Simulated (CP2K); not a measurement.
Worked example: self-consistent single point of PdIn (Pm-3m, 2 atoms in the cell) in CP2K.

Method of the run: PBE, GPW, DZVP-MOLOPT-SR-GTH basis, GTH-PBE potentials (GTH_POTENTIALS) (CP2K 2026.2).

```yaml
crystal:
  lattice:
    - [3.19410, 0.00000, 0.00000]
    - [0.00000, 3.19410, 0.00000]
    - [0.00000, 0.00000, 3.19410]
  atoms:
    - { symbol: In, position: [0.50000, 0.50000, 0.50000] }
    - { symbol: Pd, position: [0.00000, 0.00000, 0.00000] }
```

Reference input (self-consistent single point, DFT PBE, GPW, DZVP-MOLOPT-SR-GTH basis, GTH-PBE potentials (GTH_POTENTIALS)): CUTOFF = 500 Ry; REL_CUTOFF = 60 Ry; SMEAR/METHOD = GAUSSIAN; SIGMA = 0.05 eV; KPOINTS/SCHEME = MONKHORST-PACK 8 8 8; GAMMA_CENTERED = T; XC_FUNCTIONAL = PBE; In/BASIS_SET = DZVP-MOLOPT-SR-GTH-q13; In/POTENTIAL = GTH-PBE-q13; Pd/BASIS_SET = DZVP-MOLOPT-SR-GTH-q18; Pd/POTENTIAL = GTH-PBE-q18; METHOD = GPW. This run's input differs from it in these lines:

```diff
@@ -16,3 +16,3 @@
     &MGRID
-      CUTOFF 500
+      CUTOFF 200
       REL_CUTOFF 60
```

Log, with long lists cut:

```
 SCF WAVEFUNCTION OPTIMIZATION

  Step     Update method      Time    Convergence         Total energy    Change
     1 NoMix/Diag. 0.30E+00      -     1.28492912      -184.0604955534 -1.84E+02
     2 Broy./Diag. 0.30E+00      -     0.18104600      -186.4909269102 -2.43E+00
     3 Broy./Diag. 0.30E+00      -     0.04617791      -184.2951964990  2.20E+00
     4 Broy./Diag. 0.30E+00      -     0.01439273      -183.6501579480  6.45E-01
     5 Broy./Diag. 0.30E+00      -     0.00638793      -183.4999745332  1.50E-01
     6 Broy./Diag. 0.30E+00      -     0.00129978      -183.6015619065 -1.02E-01
     7 Broy./Diag. 0.30E+00      -     0.00058196      -183.6056267584 -4.06E-03
     8 Broy./Diag. 0.30E+00      -     0.00049383      -183.5982393204  7.39E-03
     9 Broy./Diag. 0.30E+00      -     0.00005828      -183.5998260230 -1.59E-03
    10 Broy./Diag. 0.30E+00      -     0.00000744      -183.6001988210 -3.73E-04
    11 Broy./Diag. 0.30E+00      -     0.00000099      -183.6002055702 -6.75E-06
  *** SCF run converged in    11 steps ***

  Overlap energy of the core charge distribution:               0.00000000000227
  Self energy of the core charge distribution:               -312.87466988229352
  Core Hamiltonian energy:                                     81.25535983678684
  Hartree energy:                                              68.23079852288686
  Exchange-correlation energy:                                -20.21157401644889
  Smearing free energy correction:                             -0.00012003183330
  Fermi energy:                                                 0.49236688089286

  Total energy:                                              -183.60020557022207
  Total energy (extrapolated to sigma->0):                   -183.60014555430541

                     Mulliken Population Analysis

   [... lines left out ...]

 STRESS| Analytical stress tensor [bar]
 STRESS|                        x                   y                   z
 STRESS|      x        1.71622993436E+05   1.02389262252E-03   1.02389059077E-03
 STRESS|      y        1.02389262252E-03   1.71620229929E+05   1.02389371765E-03
 STRESS|      z        1.02389059077E-03   1.02389371765E-03   1.71643216968E+05
 STRESS| 1/3 Trace                                             1.71628813444E+05
```

The run converged in 11 iterations. Against the reference run the free energy falls by 3.2 meV/atom and the pressure moves little (17.15 to 17.16 GPa).

The starting cell has typed, rounded lattice constants, without a prior relaxation at this level. Its lattice was rescaled by a random factor within 2.5 % of one. Spin polarisation is off. Values carry the incompleteness of an atom-centred basis.

Cost on one core of a shared machine: roughly 60 s.
